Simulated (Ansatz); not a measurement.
**Response to strain in Ir**

Consider Ir in the fcc (Cu type) structure (space group Fm-3m, No. 225; relaxed with 0.1 eV smearing).

```xyz
1
Lattice="0.0000 1.9225 1.9225 1.9225 0.0000 1.9225 1.9225 1.9225 0.0000" Properties=species:S:1:pos:R:3 pbc="T T T"
Ir     0.0000     0.0000     0.0000
```

Cartesian axes are those of the cell as printed.

Strains are applied to the cell and any free atomic positions relax; under biaxial strain the out-of-plane vector relaxes too.

Method: plane-wave PAW DFT at the r2SCAN level (Ansatz, an electronic-structure program, 500 eV), no spin-orbit coupling.

Notes on the quantities. pressure: mean of the normal stresses, compression positive.

| change | ratio −ε⊥/ε∥ | pressure |
|---|---|---|
| base | – | 0.0 GPa |
| biaxial strain +0.50 %, plane normal [001], relaxed out of plane | – | -2.2 GPa |
| biaxial strain +1.00 %, plane normal [001], relaxed out of plane | 0.78 | -4.3 GPa |
| biaxial strain +1.50 %, plane normal [001], relaxed out of plane | 0.77 | ? |
| biaxial strain +2.00 %, plane normal [001], relaxed out of plane | 0.77 | ? |
| biaxial strain +2.50 %, plane normal [001], relaxed out of plane | 0.77 | -10.0 GPa |
| biaxial strain +3.00 %, plane normal [001], relaxed out of plane | 0.77 | ? |

Task: Complete the table.

Result: 
- biaxial strain +1.50 %, plane normal [001], relaxed out of plane, pressure: -6.3 GPa
- biaxial strain +2.00 %, plane normal [001], relaxed out of plane, pressure: -8.2 GPa
- biaxial strain +3.00 %, plane normal [001], relaxed out of plane, pressure: -11.7 GPa

No phonon test of stability was made. The final runs are not spin-polarised.
